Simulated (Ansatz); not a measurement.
Consider the formation energy of the neutral V_Si in MoSi2 (I4/mmm). Reaction: 18 MoSi2 (I4/mmm) → cell A + Si (diamond).

Cell A: a supercell of 54 sites of MoSi2 (I4/mmm) with one empty Si site amid 1 Si and 5 Mo; spin state with PBE: run without spin, k-point mesh 3×3×3.
```yaml
crystal:
  lattice:
    - [9.65016, 0.00000, 0.00000]
    - [0.00000, 9.65016, 0.00000]
    - [0.00000, 0.00000, 7.87373]
  atoms:
    - { symbol: Si, position: [0.16667, 0.16667, 0.16498] }
    - { symbol: Si, position: [0.99952, 0.99952, 0.33335] }
    - { symbol: Si, position: [0.99902, 0.99902, 0.66473] }
    - { symbol: Si, position: [0.16667, 0.16667, 0.83585] }
    - { symbol: Mo, position: [0.99989, 0.99989, 0.00072] }
    - { symbol: Mo, position: [0.16667, 0.16667, 0.50012] }
    - { symbol: Si, position: [0.16667, 0.50133, 0.16603] }
    - { symbol: Si, position: [0.99952, 0.33381, 0.33335] }
    - { symbol: Si, position: [0.99902, 0.33431, 0.66473] }
    - { symbol: Si, position: [0.16667, 0.49944, 0.83548] }
    - { symbol: Mo, position: [0.99989, 0.33344, 0.00072] }
    - { symbol: Mo, position: [0.16667, 0.50006, 0.50024] }
    - { symbol: Si, position: [0.16667, 0.83200, 0.16603] }
    - { symbol: Si, position: [0.99408, 0.66667, 0.33586] }
    - { symbol: Si, position: [0.99913, 0.66667, 0.66469] }
    - { symbol: Si, position: [0.16667, 0.83389, 0.83548] }
    - { symbol: Mo, position: [0.00125, 0.66667, 0.99992] }
    - { symbol: Mo, position: [0.16667, 0.83327, 0.50024] }
    - { symbol: Si, position: [0.50133, 0.16667, 0.16603] }
    - { symbol: Si, position: [0.33381, 0.99952, 0.33335] }
    - { symbol: Si, position: [0.33431, 0.99902, 0.66473] }
    - { symbol: Si, position: [0.49944, 0.16667, 0.83548] }
    - { symbol: Mo, position: [0.33344, 0.99989, 0.00072] }
    - { symbol: Mo, position: [0.50006, 0.16667, 0.50024] }
    - { symbol: Si, position: [0.50839, 0.50839, 0.16838] }
    - { symbol: Si, position: [0.33381, 0.33381, 0.33335] }
    - { symbol: Si, position: [0.33431, 0.33431, 0.66473] }
    - { symbol: Si, position: [0.50048, 0.50048, 0.83407] }
    - { symbol: Mo, position: [0.33344, 0.33344, 0.00072] }
    - { symbol: Mo, position: [0.49569, 0.49569, 0.50271] }
    - { symbol: Si, position: [0.50839, 0.82495, 0.16838] }
    - { symbol: Si, position: [0.33926, 0.66667, 0.33586] }
    - { symbol: Si, position: [0.33420, 0.66667, 0.66469] }
    - { symbol: Si, position: [0.50048, 0.83285, 0.83407] }
    - { symbol: Mo, position: [0.33208, 0.66667, 0.99992] }
    - { symbol: Mo, position: [0.49569, 0.83764, 0.50271] }
    - { symbol: Si, position: [0.83200, 0.16667, 0.16603] }
    - { symbol: Si, position: [0.66667, 0.99408, 0.33586] }
    - { symbol: Si, position: [0.66667, 0.99913, 0.66469] }
    - { symbol: Si, position: [0.83389, 0.16667, 0.83548] }
    - { symbol: Mo, position: [0.66667, 0.00125, 0.99992] }
    - { symbol: Mo, position: [0.83327, 0.16667, 0.50024] }
    - { symbol: Si, position: [0.82495, 0.50839, 0.16838] }
    - { symbol: Si, position: [0.66667, 0.33926, 0.33586] }
    - { symbol: Si, position: [0.66667, 0.33420, 0.66469] }
    - { symbol: Si, position: [0.83285, 0.50048, 0.83407] }
    - { symbol: Mo, position: [0.66667, 0.33208, 0.99992] }
    - { symbol: Mo, position: [0.83764, 0.49569, 0.50271] }
    - { symbol: Si, position: [0.82495, 0.82495, 0.16838] }
    - { symbol: Si, position: [0.66667, 0.66667, 0.65131] }
    - { symbol: Si, position: [0.83285, 0.83285, 0.83407] }
    - { symbol: Mo, position: [0.66667, 0.66667, 0.98763] }
    - { symbol: Mo, position: [0.83764, 0.83764, 0.50271] }
```

Reference: Si (diamond, Fd-3m), 2 atoms in the cell, k-point mesh 10×10×10 on the run's own vectors. Conventional cell: a = b = c = 5.470 Å, α = β = γ = 90.00°.

Reference: MoSi2 (I4/mmm), 54 atoms in the cell, the relaxed perfect crystal repeated, atoms not moved again; spin state with PBE: run without spin, k-point mesh 3×3×3 on the run's own vectors.

Plane-wave PAW calculations with Ansatz (an electronic-structure program), its default PAW set, cutoff 420 eV. The structures are at rest with PBE, within the held lattices. Neutral cells; Fermi-Dirac smearing of at most 0.05 eV in the solids, energies taken to zero width. Larger cells are relaxed from a start prepared with the learned potential CHGNet, on a coarser mesh till forces fall under 0.03 eV/Å, which some starts already meet. A dispersion term (D3(BJ), or D4 for r2SCAN) was computed beside these levels and is taken off wherever the name lacks it. Space groups of crystals are read within 0.01 Å. No zero-point or thermal terms. The structures are the rest points that the relaxations reached, not proven lowest. No correction for cell size. Mesh and cell size may move defect energies by 0.1 eV or more. The value holds for the reservoirs listed; other chemical potentials shift it. Cell A has symmetry P4mm within 0.02 Å and got no random move, so less symmetric positions, which may lie lower, weren't tried.

Problem. Predict the value from PBE.

Solution. 2.84 eV, for 18 MoSi2 (I4/mmm) → cell A + Si (diamond).
